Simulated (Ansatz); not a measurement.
Start from Sr in the fcc (Cu type) structure (space group Fm-3m, No. 225).

Space group Fm-3m (No. 225); a = b = c = 5.9225 Å, α = β = γ = 90.00°

```
atom  site  symmetry       x       y       z
----  ----  --------  ------  ------  ------
Sr      4a      m-3m  0.0000  0.0000  0.0000
```
(The calculation used a cell of 1 atom; values per cell refer to that cell.)

Calculations: PBEsol (Ansatz, a quantum-chemistry and plane-wave program), no spin-orbit coupling.

For the base:

| Quantity | Value |
|---|---|
| Volume per atom | 51.93 Å³ |

Perturbation: Mg takes the place of Sr on all its sites, then cell and atoms are relaxed.

Question: What happens to the volume per atom?

Answer: The volume per atom drops by 29.249 Å³ to 22.69 Å³.

Whether these cells are dynamically stable was not tested. For Mg in this form, whether it has been made was not checked. This is not the structure that Mg has at room temperature and ambient pressure.
